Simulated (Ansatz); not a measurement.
C under load (space group Fd-3m), Ansatz (a program for electronic structure) with PBE, rigid bands. Condition of this run: hydrostatic pressure of 11 GPa (compression positive) (the target of the relaxation). Band gap 4.21 eV, N_c = 5.72e19 cm⁻³ and N_v = 4.07e19 cm⁻³ at 300 K, conductivity masses of 0.407 mₑ (electrons) and 0.492 mₑ (holes). Take k_BT = 0.02585 eV.

### Question
What built-in voltage has an abrupt junction with N_A = 1e17 and N_D = 1e17 cm⁻³, all dopants ionised?

### Answer
V_bi = E_g/e − (k_BT/e) ln(N_c N_v/(N_A N_D)) = 4.21 − 0.02585 × 12.36 = 3.89 V, for the computed gap.

### Question
A film of it is 8 nm thick. Estimate the confinement energies in an infinite well.

### Answer
ħ²π²/(2m t²) = 0.376 eV·nm²/(m/mₑ × t²) gives 14.4 meV for electrons and 11.9 meV for holes, so the gap would widen to about 4.24 eV. Finite barriers and nonparabolic bands lower this, and with several valleys or bands the heaviest mass along the normal sets the lowest level, not this average.

### Question
Find the intrinsic carrier density and the intrinsic Fermi level.

### Answer
n_i = √(N_c N_v) exp(−E_g/2k_BT) = 4.82e19 × exp(−81.43) = 2.1e-16 cm⁻³. The level lies (k_BT/2) ln(N_v/N_c) = -4 meV from mid-gap (positive towards the conduction band). Each 0.1 eV added to the gap lowers n_i by a factor of 6.9.

Rigid bands with the computed gap; masses take one relaxation time for all states. Spin-orbit coupling is left out. Geometry: cell and atoms relaxed with PBEsol.
